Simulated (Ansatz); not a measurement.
**Ga2O3: pressure series**

Base system: Ga2O3 in the corundum structure (space group R-3c, No. 167; a = 5.058 Å, c = 13.623 Å (hexagonal axes)).

Cell and atoms are relaxed at each pressure.

Method: PBE (Ansatz, a quantum-chemistry and plane-wave program; PAW; 420 eV plane waves; no SOC).

Candidates:
(a) pressure 22.5 GPa
(b) pressure 15 GPa
(c) pressure −2 GPa

Base values:

- Band gap = 2.40 eV

Q: Order them by band gap, lowest first.

A: (c) pressure −2 GPa (2.30 eV), (b) pressure 15 GPa (3.08 eV), (a) pressure 22.5 GPa (3.37 eV)

Load acts through the strain it causes; cell and atoms are relaxed under it. No phonon test of stability was made. No other phases were tried under pressure.
